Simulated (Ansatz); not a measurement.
We consider MoN₂ (P4/mbm, No. 127, 6 atoms in the cell; start mp-1080193), described by PBE in Ansatz (PAW).

Run with plane-wave cutoff 520 eV, 14×14×20 k mesh (along the axes of the cell as run), Fermi–Dirac smearing 0.05 eV, no spin polarisation, scalar-relativistic PAW data made under PBE.

Cell (relaxed at this level):

```cif
data_Mo2N4
_chemical_formula_sum 'Mo2 N4'
_space_group_name_H-M_alt 'P 1'
_space_group_IT_number 1
_cell_length_a 4.33361
_cell_length_b 4.33361
_cell_length_c 2.75163
_cell_angle_alpha 90.000
_cell_angle_beta 90.000
_cell_angle_gamma 90.000
loop_
_space_group_symop_operation_xyz
  'x, y, z'
loop_
_atom_site_label
_atom_site_type_symbol
_atom_site_fract_x
_atom_site_fract_y
_atom_site_fract_z
_atom_site_occupancy
Mo1 Mo 0.50000 0.50000 0.00000 1
Mo2 Mo 0.00000 0.00000 0.00000 1
N1 N 0.88788 0.38788 0.50000 1
N2 N 0.11212 0.61212 0.50000 1
N3 N 0.61212 0.88788 0.50000 1
N4 N 0.38788 0.11212 0.50000 1
```

Problem. Give the computed bulk modulus B0.

Solution. 
- bulk modulus B0: 336 GPa

Note: the bulk modulus is −V dP/dV from two relaxed cells at ±2 % in volume; the relaxation could not lower the start's symmetry, so the cell can be a saddle point above a distorted one.

The computed numbers hold no vibrational or temperature effects.

The result took around 7 core-minutes (rough).

A start named mp-… is a Materials Project structure, which need not be a measured phase.

Ansatz is an electronic-structure program.
